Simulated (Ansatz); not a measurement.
# WC, response to strain

The reference is WC (space group P-6m2, No. 187; a = 2.9127 Å, c = 2.8354 Å; relaxed with 0.1 eV smearing). Axes: x lies along a and z along c of the hexagonal cell.

Strains are applied to the cell and any free atomic positions relax; under biaxial strain the out-of-plane vector relaxes too; under stress the whole cell relaxes.

Calculations: r2SCAN (Ansatz, a program for electronic structure), scalar-relativistic without spin-orbit coupling.

Notes on the quantities. pressure: mean of the normal stresses, compression positive.

```json
[
 {"variant": "base", "pressure": "0.0 GPa", "volume per atom": "10.42 Å³", "space group": "P-6m2 (No. 187)"},
 {"variant": "biaxial strain −2.07 %, plane normal [001], relaxed out of plane", "pressure": "13.8 GPa", "volume per atom": "10.07 Å³", "space group": "P-6m2 (No. 187)"},
 {"variant": "biaxial strain −1.94 %, plane normal [001], relaxed out of plane", "pressure": "12.9 GPa", "volume per atom": "10.09 Å³", "space group": "P-6m2 (No. 187)"},
 {"variant": "biaxial strain −1.50 %, plane normal [001], relaxed out of plane", "pressure": "9.8 GPa", "volume per atom": "10.16 Å³", "space group": "P-6m2 (No. 187)"},
 {"variant": "biaxial strain +0.18 %, plane normal [001], relaxed out of plane", "pressure": "-1.1 GPa", "volume per atom": "10.45 Å³", "space group": "P-6m2 (No. 187)"},
 {"variant": "biaxial strain +2.36 %, plane normal [001], relaxed out of plane", "pressure": "-13.0 GPa", "volume per atom": "10.83 Å³", "space group": "P-6m2 (No. 187)"},
 {"variant": "isotropic strain −3.67 %", "pressure": "57.3 GPa", "volume per atom": "9.31 Å³", "space group": "P-6m2 (No. 187)"},
 {"variant": "isotropic strain −0.89 %", "pressure": "11.5 GPa", "volume per atom": "10.14 Å³", "space group": "P-6m2 (No. 187)"},
 {"variant": "isotropic strain +1.75 %", "pressure": "-18.9 GPa", "volume per atom": "10.97 Å³", "space group": "P-6m2 (No. 187)"},
 {"variant": "uniaxial stress, 5 GPa tension along x", "pressure": "–", "volume per atom": "10.46 Å³", "space group": "Amm2 (No. 38)"}
]
```

Stability under load was not tested beyond the relaxation. The final runs are not spin-polarised.
